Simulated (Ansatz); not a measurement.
Input:

End structure of a constructed model of the (100) surface of fcc Al, a pseudomorphic layer of Ag in the host's stacking (bottom of the slab: a bare face, its two planes held):

```xyz
7
Lattice="2.8581 0.0000 0.0000 0.0000 2.8581 0.0000 0.0000 0.0000 28.5000" Properties=species:S:1:pos:R:3 pbc="T T T"
Al     1.4290     1.4290     8.2431
Al     0.0000     0.0000    10.2641
Al     1.4290     1.4290    12.2996
Al     0.0000     0.0000    14.2910
Al     1.4290     1.4290    16.3132
Al     0.0000     0.0000    18.3213
Ag     1.4290     1.4290    20.2433
```

Model: 7-atom slab, 12.0 Å thick at the start, 13x13x1 mesh, Fermi-Dirac 0.1 eV, dipole correction, 2 atoms held, the rest relaxed; start symmetry kept, larger cells not searched; no spin, no spin-orbit, no U. It is one candidate, not shown to be the stable structure of the face.

**Question.** Estimate the work function of the top face that PBE in Ansatz (a quantum-chemistry and plane-wave program) returns for this input.

**Answer.** 4.43 eV
